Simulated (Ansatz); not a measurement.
Base system: LaAs2 (space group P2_1/c, No. 14; a cell from a computed database, its experimental status unchecked).

```
LaAs2
1.0
    4.25933     0.00000     0.00000
    0.00000     6.97930     0.00000
   -3.06012     0.00000    10.28044
La As
4 8
Cartesian
  3.45718   4.78696   1.43555
 -2.25796   2.19234   8.84488
 -0.72790   1.29731   3.70466
  1.92711   5.68199   6.57577
  1.46706   2.44273   1.74260
 -0.26785   4.53657   8.53783
  1.26222   5.93239   3.39762
 -0.06300   1.04692   6.88282
 -0.16387   4.34738   4.63757
  1.36308   2.63192   5.64286
  2.89314   0.85773   0.50264
 -1.69393   6.12157   9.77779
```

All numbers come from DFT with r2SCAN, PAW potentials and a 500 eV plane-wave cutoff in Ansatz (an electronic-structure program), no SOC.

Base values:

| Quantity | Result |
|---|---|
| Band gap | 0.32 eV |
| Pressure | 0.00 GPa |
| Smallest direct gap | 0.99 eV |

It is then changed as follows: every lattice vector is stretched by 5.16 %; the atoms relax in the strained cell.

Task: Estimate the effect on the band gap.

Result: The band gap grows by 0.18 eV to 0.50 eV.

Task: How does this affect the largest internal atomic displacement?

Result: The largest internal atomic displacement amounts to 0.109 Å.

Task: Predict the new pressure.

Result: The pressure (mean of the normal stresses, compression positive) goes from zero to -6.86 GPa.

Task: What does the calculation give for the smallest direct gap after the change?

Result: The smallest direct gap goes up by 0.06 eV to 1.05 eV.

Whether these cells are dynamically stable was not tested.
